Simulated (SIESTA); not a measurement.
A self-consistent single point of HfCuSi2 (P4/nmm, 8 atoms in the cell) with SIESTA.

Level of theory: LDA PW92, numerical atomic orbitals DZP, PseudoDojo LDA standard norm-conserving potentials (rewritten from UPF to PSML) run with SIESTA 5.4.2.

```
HfCuSi2
1.0
    3.66138     0.00000     0.00000
    0.00000     3.66138     0.00000
    0.00000     0.00000     8.96353
Hf Si Cu
2 4 2
Direct
  0.00000   0.50000   0.26585
  0.50000   0.00000   0.73415
  0.50000   0.50000   0.50000
  0.00000   0.00000   0.50000
  0.50000   0.00000   0.17018
  0.00000   0.50000   0.82982
  0.00000   0.00000   0.00000
  0.50000   0.50000   0.00000
```

Reference input (self-consistent single point, DFT, GGA PBEsol, numerical atomic orbitals DZP, PseudoDojo PBEsol standard norm-conserving potentials (rewritten from UPF to PSML)): XC.functional = GGA; XC.authors = PBEsol; potentials = PseudoDojo PBEsol standard; PAO.BasisSize = DZP; PAO.EnergyShift = 0.005 Ry; MeshCutoff = 350 Ry; kgrid.MonkhorstPack = 8 8 3; OccupationFunction = FD; ElectronicTemperature = 1578.21 K; MaxSCFIterations = 150; SCF.Mixer.Method = Pulay; SCF.Mixer.Weight = 0.1. This run's input differs from it in these lines:

```diff
@@ -1,2 +1,2 @@
-# files in the folder: Hf.psml Si.psml Cu.psml (PseudoDojo PBEsol standard)
+# files in the folder: Hf.psml Si.psml Cu.psml (PseudoDojo LDA standard)
 SystemName  HfCuSi2
@@ -29,4 +29,4 @@
 
-XC.functional                GGA
-XC.authors                   PBEsol
+XC.functional                LDA
+XC.authors                   PW92
 PAO.BasisSize                DZP
```

The program printed (abridged):

```
        iscf     Eharris(eV)        E_KS(eV)     FreeEng(eV)     dDmax    Ef(eV) dHmax(eV)
   scf:    1   -11594.947137   -13117.663928   -13118.185755  1.208332 -1.414101154.134824
   scf:    2   -12817.985432   -13661.702486   -13661.992271  1.690811 -3.674456 57.992827
   scf:    3   -13914.495339   -13819.952988   -13820.102419  0.774615 -4.343537 22.676007
   scf:    4   -13857.557077   -13846.054806   -13846.201508  0.208822 -4.571384  4.921326
   scf:    5   -13825.401016   -13841.888297   -13842.094324  0.203083 -4.690180 13.081671
   [... 6 lines left out ...]
   scf:   12   -13848.308261   -13848.307735   -13848.472395  0.001014 -4.844565  0.188867
   scf:   13   -13848.308187   -13848.308315   -13848.473416  0.001575 -4.844231  0.021338
   scf:   14   -13848.308244   -13848.308283   -13848.473428  0.000215 -4.844263  0.004132
   scf:   15   -13848.308261   -13848.308272   -13848.473429  0.000039 -4.844248  0.000056
SCF Convergence by DM+H criterion
max |DM_out - DM_in|         :     0.0000389741
max |H_out - H_in|      (eV) :     0.0000558206
SCF cycle converged after 15 iterations

Using DM_out to compute the final energy and forces

siesta: E_KS(eV) =           -13848.3083

siesta: E_KS - E_eggbox =    -13848.3083

siesta: Atomic forces (eV/Ang):
     1    0.000000    0.000000   -0.139412
     2   -0.000000    0.000000    0.139412
     3   -0.000000   -0.000000    0.000000
     4   -0.000000    0.000000    0.000000
     5   -0.000000   -0.000000    0.230555
     6    0.000000    0.000000   -0.230555
     7   -0.000000    0.000000    0.000000
     8    0.000000   -0.000000   -0.000000
   Tot    0.000000    0.000000    0.000000
   Max    0.230555
   Res    0.077777    sqrt( Sum f_i^2 / 3N )
   Max    0.230555    constrained

   [... lines left out ...]
siesta: FreeEng =    -13848.473429
   [... lines left out ...]
siesta:     0.037005    0.000000   -0.000000
siesta:     0.000000    0.037005   -0.000000
siesta:    -0.000000   -0.000000    0.042340

siesta: Cell volume =        120.162426 Ang**3

siesta: Pressure (static):
siesta:                Solid            Molecule  Units
siesta:          -0.00042240         -0.00039890  Ry/Bohr**3
siesta:          -0.03878334         -0.03662514  eV/Ang**3
siesta:         -62.13776086        -58.67994593  kBar
```

The run converged in 15 iterations. Against the reference run the pressure goes from -2.07 to -6.21 GPa and the largest force goes from 0.401 to 0.231 eV/Å.

The starting cell comes from a database of computed structures (which also holds hypothetical and non-ambient phases and stackings), without a prior relaxation at this level. Spin polarisation is off. Values carry the incompleteness of an atom-centred basis. With a pressure of about -6 GPa the cell is away from its equilibrium volume at this level.

Cost on one core of a shared machine: roughly 2 min.
